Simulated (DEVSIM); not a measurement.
## abrupt Ge n-p junction

Structure: abrupt Ge n-p junction, at 400 K.

| layer (left to right) | material | thickness (μm) | Nd (cm⁻³) | Na (cm⁻³) | τn (s) | τp (s) |
|---|---|---|---|---|---|---|
| 1 | Ge | 2.20 | 3.3e15 | - | 0.00035 | 0.00035 |
| 2 | Ge | 3.30 | - | 2.6e17 | 0.00035 | 0.00035 |

Left contact: ohmic. Right contact: ohmic. Voltage is applied to the left contact. Recombination: SRH at mid-gap, radiative, Auger. Mobility is μmin + (μ − μmin)/(1 + (N/Nref)^α).

Constants are typed, rounded textbook-type inputs, not results; the design itself was drawn at random and stands for no fabricated device. Values at 300 K; Nc and Nv go as T^1.5, mobilities as T to minus their exponent, the gap by Varshni's rule with the affinity fixed.

```csv
parameter,Ge
gap (eV),0.664
affinity (eV),4
permittivity,16
Nc (cm⁻³),1.04e19
Nv (cm⁻³),6e18
μn (cm²/Vs),3900
μp (cm²/Vs),1900
"μn,min",150
"μp,min",100
"Nref,n",2.6e17
"Nref,p",4e17
αn,0.56
αp,0.6
T exponent of μn,1.66
T exponent of μp,2.33
B (cm³/s),6.4e-14
Cn (cm⁶/s),1e-31
Cp (cm⁶/s),1e-31
Varshni α (eV/K),0.000477
Varshni β (K),235
```

DEVSIM, 1D drift-diffusion, Boltzmann statistics, complete ionisation; no tunnelling, impact ionisation, image-force lowering or self-heating.

The potential step across the device at zero bias is 0.214 V and the largest field in the device at zero bias comes out as 28000 V/cm. The dark forward voltage at 100 A/cm² is 0.088 V.

Dark forward current:

```csv
V (V),J (A/cm²)
-0.05,-37
-0.10,-140
-0.15,-370
-0.20,-830
-0.25,-1700
-0.30,-3000
```
